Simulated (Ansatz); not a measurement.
## TiO2: energy against volume

TiO2 (rutile, P4_2/mnm, 10.325 Å³/atom and stress up to 0.01 GPa in the relaxed cell, c along z) under hydrostatic pressure, with the cell free. PBEsol in Ansatz, a plane-wave DFT program (PAW, default set), 420 eV, 7×7×11 Γ-centred mesh, Fermi-Dirac smearing 0.05 eV; ions are relaxed, or left where forces stay under 0.02 eV/Å, within the symmetry of each cell.

Here V stands for volume and E for E less E0.

```csv
volume (Å³/atom),E less E0 (meV/atom),pressure (GPa)
10.4205,0.59,-2.00
10.3722,0.16,-1.00
10.3254,0.00,0.00
10.2844,0.12,0.90
10.2311,0.60,2.10
10.1293,2.68,4.50
9.9534,10.08,9.00
9.7431,25.74,15.00
9.5104,?,?
```

Taking the third-order Birch-Murnaghan form, a cubic in V^(-2/3) for E over the 8 complete rows: With u = V^(-2/3) - 0.2129, the rows have u = -0.0032921, -0.0026419, -0.0020070, -0.0014469, -0.0007132, 0.0007061, 0.0032154, 0.0063141. Least squares gives E = 1.470 + 1475.2·u + 370578·u² + 727223·u³. Residuals (row less fit): -0.014, 0.014, 0.004, 0.011, -0.006, -0.017, 0.011, -0.002; standard error 0.016 (degrees of freedom: 4). Its minimum lies at u = -0.0020022, so V0 = (0.2108978)^(-3/2) = 10.33. There d²E/du² = 732400 and d³E/du³ = 4363000, so B0 = (4/9) × 10.33^(-7/3) × 732400 × 0.160218 = 225 GPa (the last factor turns the table's units into GPa), and B0' = 4 + (2/3) × 0.2108978 × (4363000)/732400 = 4.8. B0' rests on the cubic coefficient alone and has a standard error of 0.3 from these residuals.

Question: Estimate the missing E (V = 9.5104); what did the run itself give?

Answer: u = 0.0098755, so E = 1.470 + 1475.2 × 0.0098755 + 370578 × 0.0098755² + 727223 × 0.0098755³ = 52.880 meV/atom. The calculation gives 52.85 meV/atom, 0.030 meV/atom below the prediction (0.1 % of the range of E in the table). The row lies outside the fitted rows, so this is an extrapolation. From the scatter of the fitted rows alone, a prediction at this place has a standard error of 0.126 meV/atom, so the miss is 0.2 times that.

The primitive cell can neither tilt nor turn polar against its symmetry, as such crystals can under strain. Other structures, which can take over under pressure, weren't tried. The same form fitted to the pressure column gives B0' = 5.0; series where the two differ by over 0.4 aren't shown. Rows are the converged runs of the series near zero and its far end, less any whose ions stayed unrelaxed beside relaxed ones; series whose fitted rows scatter by over a few per cent of the range, as at a crossing or softening among them, aren't shown in this form.
